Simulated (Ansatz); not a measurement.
## Pressure series in AlP

The parent structure is AlP in the zinc blende structure (space group F-43m, No. 216).

```xyz
2
Lattice="0.0000 2.7539 2.7539 2.7539 0.0000 2.7539 2.7539 2.7539 0.0000" Properties=species:S:1:pos:R:3 pbc="T T T"
P      1.3769     1.3769     1.3769
Al     0.0000     0.0000     0.0000
```

Cell and atoms are relaxed at each pressure.

The values are results of PBE in Ansatz (plane waves to 420 eV, PAW, no spin-orbit coupling), not measurements.

Candidates:
(a) pressure 9 GPa
(b) pressure 22.5 GPa
(c) pressure 15 GPa
(d) pressure −2 GPa

Before the change:

```
Quantity   Result
--------  -------
Band gap  1.63 eV
```

**Question.** Order them by band gap, lowest first.

**Answer.** (b) pressure 22.5 GPa (1.21 eV), (c) pressure 15 GPa (1.34 eV), (a) pressure 9 GPa (1.45 eV), (d) pressure −2 GPa (1.68 eV)

Load acts through the strain it causes; cell and atoms are relaxed under it. Stability against distortions was not tested. Measured, AlP leaves this structure (for the NiAs type) near 14.2 GPa (temperature not stated; as listed in Datta, Sujoy, Jana, Debnarayan, arXiv (2020)), on rising pressure, with hysteresis.

Ansatz is an electronic-structure program.
